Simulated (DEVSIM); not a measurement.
Si n-i-p diode

Device: Si n-i-p diode, at 300 K.

```tsv
layer (left to right)	material	thickness (μm)	Nd (cm⁻³)	Na (cm⁻³)	τn (s)	τp (s)
1	Si	1.10	1.2e19	-	0.00014	0.00014
2	Si	3.40	-	8.1e11	0.00014	0.00014
3	Si	1.40	-	1e19	0.00014	0.00014
```

Left contact: ohmic. Right contact: ohmic. Voltage is applied to the left contact. Recombination: SRH at mid-gap. Mobility is constant in doping.

The device is made up for the run: typed textbook-type constants, with dimensions and the other settings drawn at random. Values at 300 K.

| parameter | Si |
|---|---|
| gap (eV) | 1.124 |
| affinity (eV) | 4.05 |
| permittivity | 11.7 |
| Nc (cm⁻³) | 2.86e19 |
| Nv (cm⁻³) | 3.1e19 |
| μn (cm²/Vs) | 1417 |
| μp (cm²/Vs) | 470 |

Model (solved in DEVSIM): 1D drift-diffusion, Boltzmann statistics, complete ionisation; no tunnelling, impact ionisation, image-force lowering or self-heating.

Potential step across the device at zero bias: 1.072 V
Dark forward voltage at 1 A/cm²: 0.725 V
Dark forward voltage at 100 A/cm²: 0.845 V

Dark reverse current:

```
V (V)  J (A/cm²)
-----  ---------
0.20     5.8e-10
0.50     9.5e-10
1.00      1.3e-9
1.50      1.4e-9
2.00      1.5e-9
3.00      1.7e-9
4.00      1.8e-9
5.00      1.8e-9
6.50      1.9e-9
8.00      1.9e-9
10.00     1.9e-9
```

Dark forward current:

(V (V), J (A/cm²)): (-0.05, -5.6e-10); (-0.10, -2.2e-9); (-0.15, -7.1e-9); (-0.20, -2.3e-8); (-0.25, -8.1e-8); (-0.30, -3.1e-7); (-0.35, -1.3e-6); (-0.40, -6.3e-6); (-0.45, -3.3e-5); (-0.50, -0.00019); (-0.55, -0.0012); (-0.60, -0.0081); (-0.65, -0.055); (-0.70, -0.38); (-0.75, -2.6); (-0.80, -18); (-0.85, -120); (-0.90, -790); (-0.95, -4700)
